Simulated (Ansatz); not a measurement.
```yaml
crystal:
  lattice:
    - [6.47663, -0.01266, -0.01325]
    - [-3.24927, 5.60260, 0.01325]
    - [-0.01085, 0.00627, 5.23380]
  atoms:
    - { symbol: In, position: [0.33760, 0.16240, 0.00105] }
    - { symbol: In, position: [0.16138, 0.33862, 0.50164] }
    - { symbol: N, position: [0.34478, 0.15522, 0.59414] }
    - { symbol: N, position: [0.15448, 0.34552, 0.09110] }
    - { symbol: Al, position: [0.33728, 0.67291, 0.00247] }
    - { symbol: Al, position: [0.17095, 0.83088, 0.50061] }
    - { symbol: N, position: [0.34765, 0.69457, 0.64050] }
    - { symbol: N, position: [0.17935, 0.81509, 0.14608] }
    - { symbol: Al, position: [0.82709, 0.16272, 0.00247] }
    - { symbol: Al, position: [0.66912, 0.32905, 0.50061] }
    - { symbol: N, position: [0.80543, 0.15235, 0.64050] }
    - { symbol: N, position: [0.68491, 0.32065, 0.14608] }
    - { symbol: In, position: [0.83216, 0.66784, 0.00249] }
    - { symbol: Al, position: [0.66187, 0.83813, 0.50374] }
    - { symbol: N, position: [0.83200, 0.66800, 0.58961] }
    - { symbol: N, position: [0.65397, 0.84603, 0.13854] }
```

Relaxed-ion tensors in this frame from DFT at the LDA level (Ansatz, a first-principles code). Proper piezoelectric stress tensor e (C/m²):

```
 0.00  -0.02  -0.01   0.00   0.43   0.12
 0.14  -0.12   0.00   0.42   0.00   0.01
 0.63   0.62  -1.32   0.00   0.01  -0.01
```

Stiffness C (GPa):

```
 308   134   108  -0.3  -4.7  -2.8
 134   309   105   3.5  -0.9   3.6
 108   105   340   1.2  -2.1  -2.7
-0.3   3.5   1.2  82.0  -0.6  -1.9
-4.7  -0.9  -2.1  -0.6  82.7   0.3
-2.8   3.6  -2.7  -1.9   0.3  91.3
```

The ordered cell is a computed model, not a synthesised structure. Spin-orbit coupling is not included.

Problem. Obtain the piezoelectric strain tensor d.

Solution. d = e S with S = C⁻¹, in pC/N:

```
 0.1  -0.1   0.0   0.1   5.2   1.3
 0.8  -0.8   0.0   5.2   0.1   0.3
 2.8   2.7  -5.6   0.0   0.2  -0.3
```


The PAW data sets were generated under PBE and serve the other functionals too.
